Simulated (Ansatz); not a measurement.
Base system: WC (space group P-6m2, No. 187; a = 2.898 Å, c = 2.828 Å).

Now apply this change: cell and atoms relaxed at a pressure of 4.5 GPa.

Levels (all Ansatz, a first-principles code, PAW): PBEsol (420 eV, without spin-orbit coupling); PBEsol+SOC (420 eV, noncollinear with spin-orbit coupling).

The geometry is relaxed with PBEsol.

```
Item               Value
---------------  -------
PBEsol pressure  4.5 GPa
```

Q: What does PBEsol+SOC give at this geometry for the pressure?

A: The pressure drops by 0.4 GPa (4.5 GPa → 4.1 GPa).

Single points use the geometry relaxed with PBEsol. Differences between runs with and without spin-orbit coupling are approximate. Load acts through the strain it causes; cell and atoms are relaxed under it. Stability against distortions was not tested. The runs without spin-orbit coupling are not spin-polarised.
